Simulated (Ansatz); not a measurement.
Hypothetical CsCl type TaAs, response to strain

Take TaAs in the CsCl type structure (space group Pm-3m, No. 221; a = 3.215 Å; a hypothetical phase, not in the database extracts checked; relaxed with 0.1 eV smearing) as the base. Axes: x, y, z lie along the cube axes.

Strains are applied to the cell and any free atomic positions relax; under biaxial strain the out-of-plane vector relaxes too.

Levels (all Ansatz, an electronic-structure program, PAW): PBE (420 eV, spin-orbit coupling left out); PBEsol (420 eV, no spin-orbit coupling).

The base cell above is that of PBE; each level relaxes its own structures.

Notes on the quantities. energy relative to the base: free energy F.

| case | energy relative to the base, PBE | energy relative to the base, PBEsol |
|---|---|---|
| biaxial strain +2.18 %, plane normal [001], relaxed out of plane | +19 meV/atom | +19 meV/atom |
| biaxial strain −0.56 %, plane normal [110], relaxed out of plane | +1.3 meV/atom | +1.3 meV/atom |
| uniaxial strain ε_xx = −0.61 % | +0.7 meV/atom | +0.7 meV/atom |
| uniaxial strain ε_yy = −3.77 % | +28 meV/atom | +29 meV/atom |
| uniaxial strain ε_yy = −2.98 % | +17 meV/atom | +18 meV/atom |
| tensor shear ε_xy = +0.60 % | +0.9 meV/atom | +0.9 meV/atom |

The two levels differ by at most about 1.1 meV/atom. They put the cases in the same order.

Whether these cells are dynamically stable was not tested. The final runs are not spin-polarised.
